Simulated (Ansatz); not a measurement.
The starting structures come from a database of crystals and need not be the phases stable at ambient conditions.

Consider the following.

```xyz
4
Lattice="5.6833 0.0000 0.0000 0.0000 6.2267 0.0000 2.8416 0.0000 2.8416" Properties=species:S:1:pos:R:3 pbc="T T T"
Cu     2.8416     0.0000     0.0000
Cu     0.0000     0.0000     0.0000
I      4.2624     1.7202     1.4208
I      1.4208     4.5065     1.4208
```

Space group of this cell: P4/nmm. The cell was relaxed by PBE-D3(BJ); by r2SCAN its mean pressure is 1.5 GPa.

Transport runs along the normal of the first two printed cell vectors, the (110) plane of the conventional cell.

The gap is the functional's own, uncorrected, and κ follows it; spin-orbit coupling is left out. Mid-gap values are interpolated between the computed energies.

Question: Give the band gap and the smallest decay constant κ at mid-gap that r2SCAN (Ansatz, a program for electronic structure) yields.

Answer: Gap 2.03 eV on a 10×6×10 mesh; κ = 0.182 1/Å, at the zone centre.
